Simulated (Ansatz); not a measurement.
# MoS2 (R3m, No. 160, 3 atoms in the cell; start mp-1434; a measured phase of this formula has another space group)

These are PBEsol (PAW; Ansatz, a program for electronic structure) values and carry that method's errors.

Run with plane-wave cutoff 520 eV, 12×12×12 k mesh, Fermi–Dirac smearing 0.01 eV, no spin polarisation, scalar-relativistic PAW data made under PBE.

Cell (relaxed at this level):

```cif
data_Mo3S6
_chemical_formula_sum 'Mo3 S6'
_space_group_name_H-M_alt 'R3m :H'
_space_group_IT_number 160
_space_group_name_Hall 'R 3 -2"'
_cell_length_a 3.14311
_cell_length_b 3.14311
_cell_length_c 18.85718
_cell_angle_alpha 90.000
_cell_angle_beta 90.000
_cell_angle_gamma 120.000
loop_
_atom_site_label
_atom_site_type_symbol
_atom_site_symmetry_multiplicity
_atom_site_Wyckoff_symbol
_atom_site_fract_x
_atom_site_fract_y
_atom_site_fract_z
_atom_site_occupancy
Mo1 Mo 3 a 0.00000 0.00000 0.00023 1
S1 S 3 a 0.00000 0.00000 0.58425 1
S2 S 3 a 0.00000 0.00000 0.74950 1
```
(The calculation used a cell of 3 atoms; values per cell refer to that cell.)

```yaml
band_gap: 0.99 eV
smallest_direct_gap_on_the_k_points_sampled: 1.80 eV
direct gap at Γ: 3.38 eV
```

Note: the cell has widely spaced layers and the level no dispersion term, so their spacing and the moduli can rest on weak binding.

Spin–orbit coupling is not included.

The computed numbers hold no vibrational or temperature effects.

A start named mp-… is a Materials Project structure, which need not be a measured phase.
